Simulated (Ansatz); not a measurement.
```
CELL_PARAMETERS angstrom
     15.50000     0.00000     0.00000
      0.00000    16.50000     0.00000
      0.00000     0.00000     6.75206
ATOMIC_POSITIONS crystal
  In 0.38573 0.43802 0.00112
  As 0.34219 0.41441 0.37490
  In 0.38573 0.56198 0.50112
  As 0.34219 0.58559 0.87490
  In 0.50000 0.37605 0.50110
  As 0.50000 0.32882 0.87488
  In 0.50000 0.62395 0.00110
  As 0.50000 0.67118 0.37488
  In 0.61427 0.43802 0.00112
  As 0.65781 0.41441 0.37490
  In 0.61427 0.56198 0.50112
  As 0.65781 0.58559 0.87490
```

Method: PBE (plane waves to 420 eV, PAW; Ansatz, a quantum-chemistry and plane-wave program). Mesh 1×1×6. No spin polarisation, so a magnetic state wasn't tested. Isolated but for its images some 11 Å away. An idealised model, cut from the bulk lattice. Symmetry and one short period hold its shape; lower forms weren't sought. Values not marked SOC lack spin–orbit coupling.

Task: Tabulate the two highest filled and two lowest empty levels along the axis, from the valence top.

Result: 
```tsv
k (2π/c)	v2 (eV)	v1 (eV)	c1 (eV)	c2 (eV)
0.000	-0.20	-0.10	1.07	1.34
0.042	-0.20	-0.11	1.06	1.37
0.083	-0.17	-0.14	1.03	1.44
0.125	-0.14	-0.14	0.98	1.54
0.167	-0.10	-0.10	0.93	1.65
0.208	-0.06	-0.06	0.88	1.75
0.250	-0.02	-0.02	0.84	1.81
0.292	0.00	0.00	0.83	1.80
0.333	-0.01	-0.01	0.84	1.74
0.375	-0.04	-0.04	0.88	1.62
0.417	-0.10	-0.10	0.96	1.48
0.458	-0.18	-0.18	1.06	1.33
0.500	-0.28	-0.28	1.19	1.19
```
